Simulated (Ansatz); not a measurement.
The starting structures come from a database of crystals and need not be the phases stable at ambient conditions.

By PBEsol, the system below comes out a metal.

A figure of merit of an interconnect metal is its ballistic conductance per area.

Data:

```yaml
crystal:
  lattice:
    - [5.79816, 0.00000, 0.00000]
    - [0.00000, 6.93386, 0.00000]
    - [0.00000, 3.46693, 2.99252]
  atoms:
    - { symbol: Hg, position: [0.25000, 0.65695, 0.00000] }
    - { symbol: Hg, position: [0.75000, 0.34305, 0.00000] }
    - { symbol: Te, position: [0.25000, 0.21519, 0.00000] }
    - { symbol: Te, position: [0.75000, 0.78481, 0.00000] }
```

Space group of this cell: Cmcm. The cell is taken as given; by PBEsol its mean pressure is -3.4 GPa.

The current flows along the normal of the first two printed cell vectors. No spin-orbit coupling; the value is a mean over 0.1 eV about the Fermi level.

Question: State the ballistic conductance per area according to PBEsol (Ansatz, a program for electronic structure).

Answer: 0.53 × 10¹⁵ S/m² for both spins.
